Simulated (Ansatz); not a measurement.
Base system: HfPbO₃ in the cubic perovskite structure (space group Pm-3m, No. 221; a = 4.119 Å; a cell from a computed database, its experimental status unchecked).

Perturbation: Si takes the place of Pb on all its sites, then cell and atoms are relaxed.

Levels (all Ansatz, an electronic-structure program, PAW): PBEsol (420 eV, scalar-relativistic without spin-orbit coupling); HSE06 (420 eV, no spin-orbit coupling).

The geometry is relaxed with PBEsol.

| Quantity | Value |
|---|---|
| PBEsol lowest conduction level above the VBM at special points | X 1.30 eV; M 2.43 eV; R 4.04 eV; Γ 4.30 eV |

With HSE06 at the same geometry, the lowest conduction level above the VBM at special points changes from X 1.30 eV; M 2.43 eV; R 4.04 eV; Γ 4.30 eV to X 2.37 eV; M 3.56 eV; R 5.36 eV; Γ 5.66 eV.

Single points use the geometry relaxed with PBEsol. HSE06 gaps are upper bounds (no full band path). The levels and masses belong to the bands next to the band gap. No phonon test of stability was made. As relaxed here, HfSiO3 is a hypothetical phase, not in the database extracts checked. Many cubic perovskites are stable only at high temperature; tilts and polar distortions were not tested.
